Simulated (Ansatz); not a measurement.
# Os: pressure 50 GPa

Base system: Os in the hcp (Mg type) structure (space group P6_3/mmc, No. 194; a = 2.729 Å, c = 4.306 Å).

Perturbation: cell and atoms relaxed at a pressure of 50 GPa.

Computed with DFT with PBEsol, PAW potentials and a 420 eV plane-wave cutoff in Ansatz (a quantum-chemistry and plane-wave program), scalar-relativistic without spin-orbit coupling. Γ-centred 19×19×11 mesh, Fermi–Dirac width 0.05 eV.

| quantity | base | changed | shift |
|---|---|---|---|
| volume per atom | 13.89 Å³ | 12.66 Å³ | -1.23 Å³ |
| density | 22.74 g/cm³ | 24.95 g/cm³ | +2.216 g/cm³ |
| lattice parameter a | 5.158 bohr | 4.994 bohr | -0.164 bohr |
| c/a ratio | 1.578 | 1.584 | +0.006 |
| shortest interatomic distance | 5.042 bohr | 4.894 bohr | -0.148 bohr |
| enthalpy H = E + PV relative to the base's energy | – | +4.13 eV/atom | – |
| band gap | zero | zero | – |

Final structure:

```
Os
1.0
    2.64268     0.00000     0.00000
   -1.32134     2.28863     0.00000
    0.00000     0.00000     4.18583
Os
2
Cartesian
  0.00000   1.52575   3.13937
  1.32134   0.76288   1.04646
```

Load acts through the strain it causes; cell and atoms are relaxed under it. No phonon test of stability was made. No other phases were tried under pressure. All final runs are without spin polarisation.
